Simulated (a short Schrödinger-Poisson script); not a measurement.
Structure: gated Al0.3Ga0.7As/GaAs modulation-doped gas, at 300 K.

```tsv
layer	material	thickness (nm)	Nd (cm⁻³)	Na (cm⁻³)
1	Al0.3Ga0.7As	8	-	-
2	Al0.3Ga0.7As	20	1.9e18	-
3	Al0.3Ga0.7As	5	-	-
4	GaAs	6000	-	4e15
```

Constants are typed, rounded textbook-type inputs, not results; the design itself was drawn at random and stands for no fabricated device. Al0.3Ga0.7As: permittivity 12.05, conduction-band edge (eV) 0.237, gap (eV) 1.798, electron mass (mₑ) 0.0919, Nv at 300 K (cm⁻³) 9e18. GaAs: permittivity 12.9, conduction-band edge (eV) 0, gap (eV) 1.424, Nv at 300 K (cm⁻³) 9e18.

Channel valleys (confinement mass, in-plane density-of-states mass, number): Γ 0.067, 0.067, 1. At the gate the conduction-band edge of layer 1 lies 0.99 eV − eVg above the Fermi level of the channel; the field vanishes at the back. Donor level 0.05 eV below the band edge. The barrier under the gate holds no holes. Gaps are held at their typed values at every temperature. Mesh 0.08 nm at interfaces.

Solved with a short Schrödinger-Poisson script written for these runs: 1D Poisson equation in equilibrium, electrons quantum, Hartree (BenDaniel-Duke, 40 states a valley, the channel's in-plane mass for all, wave functions free to enter the barrier), parabolic valleys, classical holes, donors ionised by Fermi statistics, acceptors fully, no traps, pinning or gate leakage.

Problem. List the lowest subbands of each valley and their electrons at Vg = 0.5 V.

Solution. 
```tsv
valley	subband	energy from the Fermi level (meV)	electrons (cm⁻²)	share (%)
Γ	0	5.3	4.31e11	72.5
Γ	1	51.9	9.13e10	15.3
Γ	2	83.6	2.79e10	4.7
```

All electrons: 5.95e11 cm⁻².
